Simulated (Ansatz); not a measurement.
Consider HgS in the zinc blende structure (space group F-43m, No. 216; a = 5.876 Å).

Computed with Kohn–Sham DFT with the PBEsol functional, run in Ansatz (a quantum-chemistry and plane-wave program) with PAW and 420 eV plane waves, no spin-orbit coupling.

Strains are applied to the cell and any free atomic positions relax.

One change was made to it. Results:

The pressure goes from zero to -3.1 GPa; the energy increases by 16 meV/atom.

Question: Name the change that was made.
A) isotropic strain +2.00 %
B) isotropic strain −2.00 %
C) isotropic strain +0.50 %

Answer: A, isotropic strain +2.00 %. For comparison, the energy relative to the base in the other runs: isotropic strain +0.50 % gives +1.1 meV/atom; isotropic strain −2.00 % gives +19 meV/atom.

A case with no gap was solved on a k-mesh chosen for an insulator, which is coarse for it. Whether these cells are dynamically stable was not tested. The final runs are not spin-polarised.
